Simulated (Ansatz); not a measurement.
This concerns the formation energy of Cu_i in Sn (white tin, I4₁/amd). Reaction: 64 Sn (white tin) + Cu (fcc) → cell A.

Cell A: a supercell of 64 sites of Sn (white tin, I4₁/amd) with Cu off the lattice sites (6 Sn at 2.60–2.74 Å); spin state with PBE: run without spin, k-point mesh 3×3×3.
```yaml
crystal:
  lattice:
    - [11.89538, 0.00000, 0.00000]
    - [0.00000, 11.89538, 0.00000]
    - [0.00000, 0.00000, 12.86227]
  atoms:
    - { symbol: Sn, position: [0.25022, 0.99830, 0.06312] }
    - { symbol: Sn, position: [0.00077, 0.00166, 0.00010] }
    - { symbol: Sn, position: [0.00065, 0.24740, 0.18605] }
    - { symbol: Sn, position: [0.24910, 0.24729, 0.12677] }
    - { symbol: Sn, position: [0.24974, 0.00105, 0.31217] }
    - { symbol: Sn, position: [0.00042, 0.99868, 0.24910] }
    - { symbol: Sn, position: [0.99911, 0.25178, 0.43494] }
    - { symbol: Sn, position: [0.25125, 0.25205, 0.37586] }
    - { symbol: Sn, position: [0.24941, 0.00231, 0.56256] }
    - { symbol: Sn, position: [0.00053, 0.00218, 0.49967] }
    - { symbol: Sn, position: [0.00046, 0.24990, 0.68573] }
    - { symbol: Sn, position: [0.25013, 0.25087, 0.62726] }
    - { symbol: Sn, position: [0.24890, 0.00196, 0.81254] }
    - { symbol: Sn, position: [0.00007, 0.00138, 0.74967] }
    - { symbol: Sn, position: [0.99884, 0.25303, 0.93700] }
    - { symbol: Sn, position: [0.25113, 0.25127, 0.87768] }
    - { symbol: Sn, position: [0.26236, 0.49660, 0.07161] }
    - { symbol: Sn, position: [0.01946, 0.50427, 0.99567] }
    - { symbol: Sn, position: [0.00195, 0.74782, 0.19321] }
    - { symbol: Sn, position: [0.24631, 0.74760, 0.12046] }
    - { symbol: Sn, position: [0.23123, 0.50388, 0.31822] }
    - { symbol: Sn, position: [0.98913, 0.49674, 0.24217] }
    - { symbol: Sn, position: [0.00130, 0.75178, 0.44018] }
    - { symbol: Sn, position: [0.25246, 0.75231, 0.37559] }
    - { symbol: Sn, position: [0.25063, 0.50034, 0.56735] }
    - { symbol: Sn, position: [0.00174, 0.50082, 0.49854] }
    - { symbol: Sn, position: [0.00091, 0.75120, 0.69038] }
    - { symbol: Sn, position: [0.24988, 0.75234, 0.62310] }
    - { symbol: Sn, position: [0.24779, 0.50096, 0.81555] }
    - { symbol: Sn, position: [0.99859, 0.49970, 0.74663] }
    - { symbol: Sn, position: [0.99766, 0.75268, 0.93780] }
    - { symbol: Sn, position: [0.24904, 0.75193, 0.87350] }
    - { symbol: Sn, position: [0.74917, 0.00715, 0.05548] }
    - { symbol: Sn, position: [0.49934, 0.99936, 0.00210] }
    - { symbol: Sn, position: [0.49941, 0.24667, 0.18310] }
    - { symbol: Sn, position: [0.75020, 0.24823, 0.13021] }
    - { symbol: Sn, position: [0.75128, 0.99644, 0.30877] }
    - { symbol: Sn, position: [0.50131, 0.00526, 0.25671] }
    - { symbol: Sn, position: [0.50006, 0.24845, 0.44095] }
    - { symbol: Sn, position: [0.74899, 0.24770, 0.37602] }
    - { symbol: Sn, position: [0.75023, 0.00267, 0.55711] }
    - { symbol: Sn, position: [0.49888, 0.99598, 0.50356] }
    - { symbol: Sn, position: [0.50016, 0.25066, 0.68806] }
    - { symbol: Sn, position: [0.75029, 0.25259, 0.62534] }
    - { symbol: Sn, position: [0.75069, 0.99683, 0.80782] }
    - { symbol: Sn, position: [0.49900, 0.00077, 0.75439] }
    - { symbol: Sn, position: [0.50109, 0.25193, 0.93806] }
    - { symbol: Sn, position: [0.74994, 0.24779, 0.87291] }
    - { symbol: Sn, position: [0.77183, 0.48178, 0.04532] }
    - { symbol: Sn, position: [0.50308, 0.50286, 0.99924] }
    - { symbol: Sn, position: [0.48845, 0.76022, 0.19209] }
    - { symbol: Sn, position: [0.76188, 0.76085, 0.11728] }
    - { symbol: Sn, position: [0.74927, 0.49803, 0.31586] }
    - { symbol: Sn, position: [0.47893, 0.48036, 0.26781] }
    - { symbol: Sn, position: [0.50161, 0.74819, 0.43718] }
    - { symbol: Sn, position: [0.75202, 0.74927, 0.37476] }
    - { symbol: Sn, position: [0.75172, 0.50247, 0.55977] }
    - { symbol: Sn, position: [0.50066, 0.50100, 0.50662] }
    - { symbol: Sn, position: [0.50074, 0.75108, 0.68808] }
    - { symbol: Sn, position: [0.75150, 0.75344, 0.62270] }
    - { symbol: Sn, position: [0.74856, 0.50023, 0.80699] }
    - { symbol: Sn, position: [0.49761, 0.50041, 0.75365] }
    - { symbol: Sn, position: [0.49813, 0.75226, 0.93524] }
    - { symbol: Sn, position: [0.74897, 0.74841, 0.87266] }
    - { symbol: Cu, position: [0.62698, 0.59078, 0.15909] }
```

Reference: Sn (white tin, I4₁/amd), 64 atoms in the cell, the relaxed perfect crystal repeated, atoms not moved again, k-point mesh 3×3×3 on the run's own vectors.

Reference: Cu (fcc, Fm-3m), 1 atom in the cell; spin state with PBE: run without spin, k-point mesh 28×28×28 on the run's own vectors. Conventional cell: a = 3.6298 Å, b = 3.6298 Å, c = 3.6298 Å, α = 90.00°, β = 90.00°, γ = 90.00°.

Computed with Ansatz (plane waves, PAW), its default PAW set, cutoff 420 eV, 500 eV for r2SCAN. The structures are at rest with PBE, within the held lattices; other levels are single points on them. Neutral cells; Fermi-Dirac smearing of at most 0.10 eV in the solids, energies taken to zero width. The lattices are those relaxed with PBE, so at other levels the solids can be strained, which adds to the spread. Larger cells are relaxed from a start prepared with the learned potential CHGNet, on a coarser mesh till forces fall under 0.03 eV/Å, which some starts already meet. A dispersion term (D3(BJ), or D4 for r2SCAN) was computed beside these levels and is taken off wherever the name lacks it. Nuclei at rest; no vibrational terms. Cells are local rest points, mostly with their start's symmetry. The runs are scalar-relativistic, without spin-orbit coupling. Values are for these cell sizes. Mesh and cell size may move defect energies by 0.1 eV or more.

Problem. Predict the value from PBE.

Solution. 0.40 eV, for 64 Sn (white tin) + Cu (fcc) → cell A.

Problem. How does the value move with the functional?

Solution. 
| Level | value (eV) | less PBE |
|---|---|---|
| r2SCAN | 0.33 | -0.07 |

The levels shown span 0.07 eV, from r2SCAN (0.33) to PBE (0.40).

Ansatz is a quantum-chemistry and plane-wave program.
